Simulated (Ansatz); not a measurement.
The starting structures come from a database of crystals and need not be the phases stable at ambient conditions.

 Where the default PAW files enter, the runs use the earlier of Ansatz's two default sets.

Consider the following.

```
CELL_PARAMETERS angstrom
      5.64750     0.00000     0.00000
      0.00000     5.64750     0.00000
      2.82375    -2.82375     5.66217
ATOMIC_POSITIONS crystal
  Zn 0.25000 0.25000 0.50000
  Zn 0.00000 0.00000 0.00000
  Sn 0.75000 0.75000 0.50000
  Sn 0.50000 0.50000 0.00000
  P  0.62500 0.35362 0.25000
  P  0.35362 0.12500 0.75000
  P  0.12500 0.89638 0.25000
  P  0.89638 0.62500 0.75000
```

Space group of this cell: I-42d, chalcopyrite. The cell is taken as given.

Level of theory: r2SCAN (plane waves, PAW; Ansatz, a quantum-chemistry and plane-wave program).

The current runs along the normal of the first two printed vectors; no spin-orbit coupling. Scaled by the factor s: all lengths (ions clamped). Meshes 6×6×6 and 6×6 across the current in all rows.

| s | mean pressure (GPa) | band gap (eV) |
|---|---|---|
| 0.98 | 5.4 | ? |
| 1.00 | 0.1 | 1.26 |
| 1.02 | -3.8 | 0.92 |

**Question.** Take the slope of the band gap against ln s from the two given rows, extrapolate to s = 0.98, and say what the run there gives.

**Answer.** Slope = (0.92 − 1.26) / ln 1.02 = -17.2 eV. The line gives 1.26 + (-17.2) × ln 0.98 = 1.61 eV. The run gives 1.51 eV, 0.10 eV under the line, 28 % of the predicted step.
